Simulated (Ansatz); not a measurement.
## InSe (C2/m, No. 12, 4 atoms in the cell; start mp-21405; a measured phase of this formula has another space group)

Level of theory: PBE0 in Ansatz (plane waves, PAW).

Numerical settings: plane-wave cutoff 500 eV, 6×6×4 k mesh (along the axes of the cell as run), gaussian smearing 0.02 eV, scalar-relativistic PAW data made under PBE.

Cell (relaxed with r²SCAN):

```cif
data_In2Se2
_chemical_formula_sum 'In2 Se2'
_space_group_name_H-M_alt 'P 1'
_space_group_IT_number 1
_cell_length_a 6.16883
_cell_length_b 6.16883
_cell_length_c 5.06858
_cell_angle_alpha 108.533
_cell_angle_beta 108.533
_cell_angle_gamma 38.848
loop_
_space_group_symop_operation_xyz
  'x, y, z'
loop_
_atom_site_label
_atom_site_type_symbol
_atom_site_fract_x
_atom_site_fract_y
_atom_site_fract_z
_atom_site_occupancy
In1 In 0.11191 0.11191 0.95274 1
In2 In 0.88809 0.88809 0.04726 1
Se1 Se 0.33841 0.33841 0.33177 1
Se2 Se 0.66159 0.66159 0.66823 1
```

```yaml
band_gap: 2.50 eV (on the SCF k mesh)
```

Note: cell and atoms aren't relaxed at this level (largest force component 0.12 eV/Å, pressure -0.4 GPa).

Spin–orbit coupling is not included.

Computed values are for the static lattice.

A start named mp-… is a Materials Project structure, which need not be a measured phase.

Ansatz is a program for electronic structure.
